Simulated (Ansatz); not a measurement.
Start from MoP in the CsCl type structure (space group Pm-3m, No. 221; a = 2.9751 Å; a hypothetical phase, not in the database extracts checked; relaxed with 0.1 eV smearing). Axes: x, y, z lie along the cube axes.

Computed with PBEsol (Ansatz, a first-principles code), spin-orbit coupling left out.

Perturbation: the cell is compressed by 1.16 % along y with no lateral relaxation, atoms relaxed at fixed cell.

Task: Estimate the effect on the energy relative to the base.

Result: The energy rises by 2.7 meV/atom.

Task: Estimate the effect on the stress.

Result: The stress (xx, yy, zz, yz, xz, xy; compression positive) amounts to (1.7, 5.8, 1.7, 0.0, 0.0, 0.0) GPa.

The cells carry an imposed strain or load. No phonon test of stability was made. The final runs are not spin-polarised. An odd electron count without spin: MoP.
